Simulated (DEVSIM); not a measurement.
System: abrupt Si n-p junction, at 300 K.

Layer 1 from the left is Si, thickness (μm) 0.640, Nd (cm⁻³) 9.5e18, τn (s) 1.3e-5, τp (s) 1.3e-5. Layer 2 from the left is Si, thickness (μm) 1.80, Na (cm⁻³) 1.4e15, τn (s) 1.3e-5, τp (s) 1.3e-5.

Left contact: ohmic. Right contact: ohmic. Voltage is applied to the left contact. Recombination: SRH at mid-gap, radiative. Mobility is μmin + (μ − μmin)/(1 + (N/Nref)^α).

Constants are typed, rounded textbook-type inputs, not results; the design itself was drawn at random and stands for no fabricated device. Values at 300 K.

Si: gap (eV) 1.124, affinity (eV) 4.05, permittivity 11.7, Nc (cm⁻³) 2.86e19, Nv (cm⁻³) 3.1e19, μn (cm²/Vs) 1417, μp (cm²/Vs) 470, μn,min 52, μp,min 45, Nref,n 9.7e16, Nref,p 2.2e17, αn 0.68, αp 0.72, B (cm³/s) 4.7e-15.

Problem. Estimate by hand the built-in potential, the peak field at zero bias, and compare with a numerical solution.

Solution. 
- Built-in potential: ni = √(Nc Nv) exp(−Eg/2kT) = 1.08e10 cm⁻³ with Eg = 1.124 eV; Vbi = kT/q ln(Na Nd/ni²) = 0.837 V; numerical 0.837 V.
- Peak field at zero bias: depletion approximation: W = √(2εVbi/(qN)) = 0.879 μm with N = 1.40e15 cm⁻³; field = 2Vbi/W = 19000 V/cm; numerical 168000 V/cm (estimate below by 89 %).

Model (solved in DEVSIM): 1D drift-diffusion, Boltzmann statistics, complete ionisation; no tunnelling, impact ionisation, image-force lowering or self-heating.
